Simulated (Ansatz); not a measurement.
## Hypothetical P4/mmm W2N: pressure series

The reference is W2N (space group P4/mmm, No. 123; a = 2.963 Å, c = 4.160 Å; a hypothetical phase, not in the database extracts checked).

Cell and atoms are relaxed at each pressure.

Computed with PBE-D3(BJ) (Ansatz, a first-principles code; PAW; 420 eV plane waves; spin-orbit coupling left out).

```json
[
 {"case": "base", "lattice parameter a": "2.963 Å", "c/a ratio": "1.404"},
 {"case": "pressure −2 GPa", "lattice parameter a": "2.969 Å", "c/a ratio": "1.404"},
 {"case": "pressure −1 GPa", "lattice parameter a": "2.966 Å", "c/a ratio": "1.404"},
 {"case": "pressure 0.3 GPa", "lattice parameter a": "2.963 Å", "c/a ratio": "1.404"},
 {"case": "pressure 0.7 GPa", "lattice parameter a": "2.961 Å", "c/a ratio": "1.404"},
 {"case": "pressure 1.5 GPa", "lattice parameter a": "2.959 Å", "c/a ratio": "1.404"},
 {"case": "pressure 3 GPa", "lattice parameter a": "2.955 Å", "c/a ratio": "1.404"},
 {"case": "pressure 5 GPa", "lattice parameter a": "2.950 Å", "c/a ratio": "1.404"},
 {"case": "pressure 7.5 GPa", "lattice parameter a": "2.943 Å", "c/a ratio": "1.404"},
 {"case": "pressure 10 GPa", "lattice parameter a": "2.937 Å", "c/a ratio": "1.405"}
]
```

Load acts through the strain it causes; cell and atoms are relaxed under it. Stability against distortions was not tested. No other phases were tried under pressure. The base started in P4/nmm and relaxed to P4/mmm at this level. All final runs are without spin polarisation. An odd electron count without spin: W2N. The D3 term's C6 switches between coordination references near this geometry, which can add small steps to energies.
